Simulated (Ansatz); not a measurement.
Density of states of Cu3Al (Pm-3m) near the Fermi level, PBEsol, rigid bands run with Ansatz (a quantum-chemistry and plane-wave program).

(E − E_F (eV), states/eV/cell): (-1.95, 1.18); (-1.85, 0.98); (-1.75, 0.89); (-1.65, 0.95); (-1.55, 0.84); (-1.45, 0.84); (-1.35, 0.93); (-1.25, 1.22); (-1.15, 1.93); (-1.05, 1.79); (-0.95, 1.67); (-0.85, 1.58); (-0.75, 1.51); (-0.65, 1.45); (-0.55, 1.40); (-0.45, 1.37); (-0.35, 1.34); (-0.25, 1.30); (-0.15, 1.25); (-0.05, 1.21); (0.05, 1.17); (0.15, 1.13); (0.25, 1.09); (0.35, 1.06); (0.45, 1.02); (0.55, 0.99); (0.65, 0.95); (0.75, 0.92); (0.85, 0.88); (0.95, 0.85); (1.05, 0.82); (1.15, 0.78); (1.25, 0.75); (1.35, 0.72); (1.45, 0.72); (1.55, 0.74); (1.65, 0.82); (1.75, 0.96); (1.85, 1.18); (1.95, 1.25)

With 4 atoms a cell, what bare Sommerfeld coefficient γ = (π²/3) k_B² N(E_F) follows?

N(E_F) ≈ 1.19 states/eV a cell at 300 K, so γ ≈ 0.70 mJ/(mol of atoms·K²), before electron-phonon enhancement.

How far does the Fermi level move in a rigid band for 0.1 electron a cell added or removed?

85 meV and -83 meV.

A metal at this level (no band gap); rigid bands, thermally averaged at 300 K, both spins. Spin-orbit coupling is left out. Geometry: cell and atoms relaxed with PBEsol.

Computed structure, not matched to a measured one here, so possibly hypothetical: Cu3Al (Pm-3m).
